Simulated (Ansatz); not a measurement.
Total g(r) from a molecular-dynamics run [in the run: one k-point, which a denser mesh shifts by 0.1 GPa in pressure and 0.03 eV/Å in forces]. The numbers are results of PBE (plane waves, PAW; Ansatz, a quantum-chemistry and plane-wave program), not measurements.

```
r (Å) | g(r)
     1.02 |  0.00
     1.14 |  0.00
     1.26 |  0.00
     1.38 |  0.00
     1.50 |  0.00
     1.62 |  0.00
     1.74 |  0.00
     1.86 |  0.00
     1.98 |  0.00
     2.10 |  0.00
     2.22 |  0.00
     2.34 |  0.00
     2.46 |  0.00
     2.58 | # 0.22
     2.70 | ############ 2.98
     2.82 | ############################## 7.19
     2.94 | ################### 4.63
     3.06 | ##### 1.11
     3.18 |  0.11
     3.30 |  0.00
     3.42 |  0.00
     3.54 |  0.00
     3.66 |  0.01
     3.78 | # 0.17
     3.90 | #### 0.90
     4.02 | ####### 1.62
     4.14 | #### 1.03
     4.26 | # 0.24
     4.38 |  0.02
     4.50 |  0.01
     4.62 | # 0.16
     4.74 | ##### 1.26
     4.86 | ############## 3.44
     4.98 | ############### 3.69
     5.10 | ####### 1.72
     5.22 | # 0.35
     5.34 |  0.05
     5.46 | # 0.23
     5.58 | #### 0.99
     5.70 | ###### 1.56
     5.82 | #### 0.93
     5.94 | # 0.25
```

Problem. Which system gave this curve?
A. Si (diamond structure), crystal, 1608 K
B. Al (fcc), crystal, 306 K, 2.1 GPa
C. SiO2 (α-quartz start), crystal, 314 K
D. Ru (hcp), crystal, 302 K, 7.1 GPa

Solution. B, Al (fcc), crystal, 306 K, 2.1 GPa
